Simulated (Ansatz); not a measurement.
By LDA and PBEsol, the system below comes out a metal.

Given:

```
CELL_PARAMETERS angstrom
      3.06279     0.00000     0.00000
     -1.53140     2.65245     0.00000
      1.53140     0.88415     2.50076
ATOMIC_POSITIONS crystal
  Ti 0.00000 0.00000 0.00000
  C  0.00000 0.50000 0.50000
```

Space group of this cell: Fm-3m, rock salt. The cell is taken as given; by PBEsol its mean pressure is -6.7 GPa.

The current runs along the normal of the first two printed vectors, the (111) plane. All runs by Ansatz (a program for electronic structure), plane waves and PAW, without spin-orbit coupling; the base is PBEsol.

```csv
run,mean pressure (GPa),"G/A, both spins (10¹⁵ S/m²)"
base,-6.7,0.33
all lengths scaled by 0.98,9.7,0.33
all lengths scaled by 1.02,-19.3,0.32
lda in place of pbesol,-12.6,0.32
"lengths across the current scaled by 0.98, ions clamped",3.8,0.31
"lengths along the current scaled by 1.03, ions clamped",-13.4,___
```

Q: Complete the blanks.

A: 
- lengths along the current scaled by 1.03, ions clamped, G/A, both spins (10¹⁵ S/m²): 0.30
